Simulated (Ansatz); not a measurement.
The parent structure is CuAu (space group P4/mmm, No. 123; a = 2.869 Å, c = 3.645 Å; relaxed with 0.1 eV smearing). Axes: x, y, z lie along a, b, c of the conventional cell.

Method: PBE (Ansatz, a quantum-chemistry and plane-wave program), no spin-orbit coupling.

Perturbation: uniaxial strain ε_zz = −3.00 %, all other strain components held at zero, atoms relaxed at fixed cell.

**Question.** Predict the stress tensor and what it implies for the stiffness.

**Answer.** Stress of the strained cell less that of the base (GPa, compression positive):
```
    4.5     0.0     0.0
    0.0     4.5     0.0
    0.0     0.0     4.9
```

Then −Δσ_ii/ε with ε = -0.0300 gives secant stiffness values (nonlinear terms included at this strain): C33 ≈ 162 GPa, C13 ≈ 149 GPa and C23 ≈ 149 GPa.

As a check, the harmonic strain energy −½ V₀ Δσ:ε is 6.8 meV/atom; the computed energy rise is 6.6 meV/atom.

No phonon test of stability was made. The final runs are not spin-polarised.
